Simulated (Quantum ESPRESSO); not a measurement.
The steps of a band-structure calculation for BN (P6_3/mmc, 8 atoms in the cell) with Quantum ESPRESSO.

Level of theory: PBE, PseudoDojo standard norm-conserving (PBE) pseudopotentials (plane waves; Quantum ESPRESSO).

Step 1 (scf):

```fortran
&control
   calculation = 'scf'
   prefix = 'BN'
   outdir = './out'
   pseudo_dir = './'
   tprnfor = .true.
   tstress = .true.
/
&system
   ibrav = 0
   nat = 8
   ntyp = 2
   ecutwfc = 85
   occupations = 'smearing'
   smearing = 'cold'
   degauss = 0.0073499
   nbnd = 28
/
&electrons
   conv_thr = 1.0d-9
   mixing_beta = 0.7
/
ATOMIC_SPECIES
B     10.8100  B.upf
N     14.0070  N.upf
ATOMIC_POSITIONS crystal
B     0.33333333    0.66666667    0.17100000
B     0.66666667    0.33333333    0.67100000
B     0.66666667    0.33333333    0.82900000
B     0.33333333    0.66666667    0.32900000
N     0.33333333    0.66666667    0.60160000
N     0.66666667    0.33333333    0.10160000
N     0.66666667    0.33333333    0.39840000
N     0.33333333    0.66666667    0.89840000
K_POINTS automatic
13 13 3  0 0 0
CELL_PARAMETERS angstrom
   2.37049880     0.00000000     0.00000000
  -1.18524940     2.05291218     0.00000000
   0.00000000     0.00000000    10.23801600
```

Step 2 (bands):

```fortran
&control
   calculation = 'bands'
   prefix = 'BN'
   outdir = './out'
   pseudo_dir = './'
   verbosity = 'high'
/
&system
   ibrav = 0
   nat = 8
   ntyp = 2
   ecutwfc = 85
   occupations = 'smearing'
   smearing = 'cold'
   degauss = 0.0073499
   nbnd = 28
/
&electrons
   conv_thr = 1.0d-9
   startingwfc = 'random'
   diago_thr_init = 1.0d-6
/
ATOMIC_SPECIES
B     10.8100  B.upf
N     14.0070  N.upf
ATOMIC_POSITIONS crystal
B     0.33333333    0.66666667    0.17100000
B     0.66666667    0.33333333    0.67100000
B     0.66666667    0.33333333    0.82900000
B     0.33333333    0.66666667    0.32900000
N     0.33333333    0.66666667    0.60160000
N     0.66666667    0.33333333    0.10160000
N     0.66666667    0.33333333    0.39840000
N     0.33333333    0.66666667    0.89840000
K_POINTS crystal_b
12
  0.00000000   0.00000000   0.00000000  15  ! G
  0.50000000   0.00000000   0.00000000   9  ! M
  0.33333333   0.33333333   0.00000000  18  ! K
  0.00000000   0.00000000   0.00000000   3  ! G
  0.00000000   0.00000000   0.50000000  15  ! A
  0.50000000   0.00000000   0.50000000   9  ! L
  0.33333333   0.33333333   0.50000000  18  ! H
  0.00000000   0.00000000   0.50000000   1  ! A
  0.50000000   0.00000000   0.50000000   3  ! L
  0.50000000   0.00000000   0.00000000   1  ! M
  0.33333333   0.33333333   0.00000000   3  ! K
  0.33333333   0.33333333   0.50000000   1  ! H
CELL_PARAMETERS angstrom
   2.37049880     0.00000000     0.00000000
  -1.18524940     2.05291218     0.00000000
   0.00000000     0.00000000    10.23801600
```

Step 3 (bands.x):

```fortran
&bands
   prefix = 'BN'
   outdir = './out'
   filband = 'bands.dat'
   lsym = .false.
/
```

Output of bands (abridged):

```
     Atomic positions and unit cell read from directory:
     ./out/BN.save/

     Message from routine setup:
     using ibrav=0 with symmetry is DISCOURAGED, use correct ibrav instead
     G-vector sticks info
     --------------------
     sticks:   dense  smooth     PW     G-vecs:    dense   smooth      PW
     Sum         475     475    151                35507    35507    5997

     bravais-lattice index     =            0
   [... lines left out ...]
     unit-cell volume          =     336.2192 (a.u.)^3
   [... lines left out ...]
                       cart. coord. in units 2pi/alat
        k(    1) = (   0.0000000   0.0000000   0.0000000), wk =   0.0208333
        k(    2) = (   0.0333333   0.0192450   0.0000000), wk =   0.0208333
        k(    3) = (   0.0666667   0.0384900   0.0000000), wk =   0.0208333
   [... 93 lines left out ...]

     Dense  grid:    35507 G-vectors     FFT dimensions: (  27,  27, 120)

     The potential is recalculated from file :
     ./out/BN.save/charge-density

     Band Structure Calculation
     Davidson diagonalization with overlap

     ethr =  1.00E-06,  avg # of iterations = 43.7

     End of band structure calculation

          k = 0.0000 0.0000 0.0000 (  4497 PWs)   bands (ev):

    -9.9358  -9.2756  -9.0516  -8.0801  -0.6994   1.1571   4.1703   8.8627
     9.0246  10.3462  10.3462  10.5737  10.5737  10.6949  10.6949  10.9410
    10.9410  12.7836  19.9215  19.9215  20.0151  20.0151  23.0893  23.0893
    23.3060  23.3060  23.8951  24.0964

          k = 0.0333 0.0192 0.0000 (  4521 PWs)   bands (ev):

    -9.9077  -9.2483  -9.0239  -8.0539  -0.6678   1.1872   4.1925   8.8728
     9.0218  10.2128  10.2928  10.4710  10.5247  10.5724  10.6489  10.8308
    10.9006  12.7724  19.8669  19.9681  19.9699  20.0557  23.0177  23.1531
    23.2790  23.3654  23.9738  24.1689

   [... 94 blocks of this kind left out ...]
```

Output of bands.x (abridged):

```
     Reading xml data from directory:

     ./out/BN.save/

     G-vector sticks info
     --------------------
     sticks:   dense  smooth     PW     G-vecs:    dense   smooth      PW
     Sum         475     475    151                35507    35507    5997

     Reading collected, re-writing distributed wavefunctions
     high-symmetry point:  0.0000 0.0000 0.0000   x coordinate   0.0000
     high-symmetry point:  0.5000 0.2887 0.0000   x coordinate   0.5774
     high-symmetry point:  0.3333 0.5774 0.0000   x coordinate   0.9107
     high-symmetry point:  0.0000 0.0000 0.0000   x coordinate   1.5774
     high-symmetry point:  0.0000 0.0000 0.1158   x coordinate   1.6931
     high-symmetry point:  0.5000 0.2887 0.1158   x coordinate   2.2705
     high-symmetry point:  0.3333 0.5774 0.1158   x coordinate   2.6038
     high-symmetry point:  0.0000 0.0000 0.1158   x coordinate   3.2705
     high-symmetry point:  0.5000 0.2887 0.1158   x coordinate   3.2705
     high-symmetry point:  0.5000 0.2887 0.0000   x coordinate   3.3862
     high-symmetry point:  0.3333 0.5774 0.0000   x coordinate   3.3862
     high-symmetry point:  0.3333 0.5774 0.1158   x coordinate   3.5020

     Plottable bands (eV) written to file bands.dat.gnu
     Bands written to file bands.dat

   JOB DONE.
```

The starting cell was generated: these elements placed on a structure prototype, without a prior relaxation; it need not be a known phase or ordering of this composition. Its lattice was rescaled by a random factor within 2.5 % of one. The run gives no clean gap (levels at the Fermi energy touch, overlap or are partly filled at this smearing), which alone does not show that the compound is a metal.
